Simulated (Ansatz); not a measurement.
Input and output of a self-consistent single point for Ta (Im-3m, 1 atom in the cell) (Ansatz, a first-principles code).

Method of the run: PBE, harder PAW files (source: ansatz) (plane waves; Ansatz).

The change in words: lattice scaled by 0.98; basis.ecutwfc: 420 eV → 440 eV; hamiltonian.pseudopotentials: {kind: paw} (the program's default PAW files) → {kind: paw, source: ansatz}. Reference geometry:
```
CELL_PARAMETERS angstrom
     -1.65825     1.65825     1.65825
      1.65825    -1.65825     1.65825
      1.65825     1.65825    -1.65825
ATOMIC_POSITIONS crystal
  Ta 0.00000 0.00000 0.00000
```

Reference input (self-consistent single point, DFT, PBE, plane waves, default PAW files): basis.ecutwfc = 420 eV; kpoints.mp_grid.grid = 14 14 14; hamiltonian.xc = pbe; hamiltonian.pseudopotentials = {kind: paw} (the program's default PAW files); scf.occupations.method = gaussian; scf.occupations.width = 0.1 eV. This run's input differs from it in these lines:

Ansatz 0.2 input:
```diff
@@ -2,5 +2,5 @@
   lattice:
-    - [-1.658250, 1.658250, 1.658250]
-    - [1.658250, -1.658250, 1.658250]
-    - [1.658250, 1.658250, -1.658250]
+    - [-1.625085, 1.625085, 1.625085]
+    - [1.625085, -1.625085, 1.625085]
+    - [1.625085, 1.625085, -1.625085]
   atoms:
@@ -8,3 +8,3 @@
 basis:
-  ecutwfc: 420.0
+  ecutwfc: 440.0
 kpoints:
@@ -16,2 +16,3 @@
     kind: paw
+    source: ansatz
 scf:
```

The program printed (abridged):

```
SCF iter   1: F=—  HF=-16781.673879 eV  |F-HF|=—  |Δ(HF+E_count)|=         —  Δρ=4.33e-2  dr2=3.43e-1  ethr=3.10e-3  ⟨swp⟩=5.0  Hψ=7764  notcnv=0
all-band conjugate gradients solve this SCF's bands
preconditioner: auto → Kerker (q_TF=auto, 2.942 Å⁻¹)
SCF iter   2: F=—  HF=-16781.590950 eV  |F-HF|=—  |Δ(HF+E_count)|=   8.29e-2  Δρ=2.67e-2  dr2=1.19e-1  ethr=1.27e-3  ⟨swp⟩=2.9  Hψ=3964  notcnv=0  defer=36
   [... lines left out ...]
SCF iter   4: F=—  HF=-16781.548353 eV  |F-HF|=—  |Δ(HF+E_count)|=   8.87e-3  Δρ=1.52e-3  dr2=1.52e-4  ethr=6.04e-5  ⟨swp⟩=2.0  Hψ=3667  notcnv=0  defer=36
SCF iter   5: F=—  HF=-16781.548575 eV  |F-HF|=—  |Δ(HF+E_count)|=   2.22e-4  Δρ=3.87e-4  dr2=1.32e-5  ethr=5.63e-7  ⟨swp⟩=2.1  Hψ=3191  notcnv=0  defer=36
SCF iter   6: F=—  HF=-16781.548586 eV  |F-HF|=—  |Δ(HF+E_count)|=   1.07e-5  Δρ=6.01e-5  dr2=2.92e-7  ethr=4.88e-8  ⟨swp⟩=2.1  Hψ=3098  notcnv=0  defer=36
SCF iter   7: F=-16781.548586 eV  HF=-16781.548586 eV  |F-HF|=1.78e-10  |Δ(HF+E_count)|=   7.19e-8  Δρ=1.24e-5  dr2=1.24e-8  ethr=3.70e-10  ⟨swp⟩=6.5  Hψ=8476  notcnv=0
SCF 1 converged in 7 iterations: F = -16781.548586 eV  dr2 = 1.24e-8
Free energy (F): -16781.548586 eV
Internal energy: -16781.543480 eV  (E = F + TS)
E sigma→0 (E₀):  -16781.546033 eV
Entropy (-TS):   -0.005105 eV (-5.105 meV/atom)
Fermi energy:    23.961778 eV
--- Forces (eV/Å), atoms counted from 1 ---
  atom   1  Ta     0.00000000    -0.00000000    -0.00000000
--- Stress (GPa, compression-positive) ---
       14.165337      -0.000000      -0.000000
       -0.000000      14.165337       0.000000
        0.000000       0.000000      14.165337
  P = ⅓ Tr σ = 14.1653 GPa (141.653 kbar)
  The stress holds the Pulay correction. Without it, at fixed plane waves, as pw.x and ABINIT print it: P = 13.1449 GPa
```

The run converged in 7 iterations. Against the reference run the pressure goes from 0.42 to 14.17 GPa.

The starting cell has typed, rounded lattice constants, without a prior relaxation at this level. Its lattice was rescaled by up to half a per cent. For this run, on top of that: lattice scaled by 0.98. Spin polarisation is off. Ansatz's pressure includes its estimate of the finite-basis (Pulay) stress. Without the estimate this run gives 13.14 GPa. The cutoff lies below the one recommended for these files.
